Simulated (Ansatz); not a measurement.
LuSF (R-3m), PBEsol, rigid bands (Ansatz, an electronic-structure program). Band gap 2.14 eV, N_c = 4.06e19 cm⁻³ and N_v = 3.68e19 cm⁻³ at 300 K, conductivity masses along y (a = (1.94, 1.12, 8.24) Å; b = (-1.94, 1.12, 8.24) Å; c = (0.00, -2.24, 8.24) Å) of 0.507 mₑ (electrons) and 0.571 mₑ (holes). Take k_BT = 0.02585 eV.

Problem. A film of it is 5 nm thick, with its normal along the direction named. Estimate the confinement energies in an infinite well.

Solution. ħ²π²/(2m t²) = 0.376 eV·nm²/(m/mₑ × t²) gives 29.7 meV for electrons and 26.3 meV for holes, so the gap would widen to about 2.20 eV. Finite barriers and nonparabolic bands lower this, and with several valleys or bands the heaviest mass along the normal sets the lowest level, not this average.

Problem. Find the intrinsic carrier density and the intrinsic Fermi level.

Solution. n_i = √(N_c N_v) exp(−E_g/2k_BT) = 3.87e19 × exp(−41.39) = 4.1e1 cm⁻³. The level lies (k_BT/2) ln(N_v/N_c) = -1 meV from mid-gap (positive towards the conduction band). Each 0.1 eV added to the gap lowers n_i by a factor of 6.9.

Problem. What built-in voltage has an abrupt junction with N_A = 1e16 and N_D = 1e18 cm⁻³, all dopants ionised?

Solution. V_bi = E_g/e − (k_BT/e) ln(N_c N_v/(N_A N_D)) = 2.14 − 0.02585 × 11.91 = 1.83 V, for the computed gap.

Rigid bands with the computed gap; masses take one relaxation time for all states. Spin-orbit coupling is left out; where it splits the top of the valence band, N_v and the p-type Seebeck coefficient come out somewhat high without it.

Formula and space group known from diffraction (Crystallography Open Database), not checked to be the room-temperature form: LuSF (R-3m).
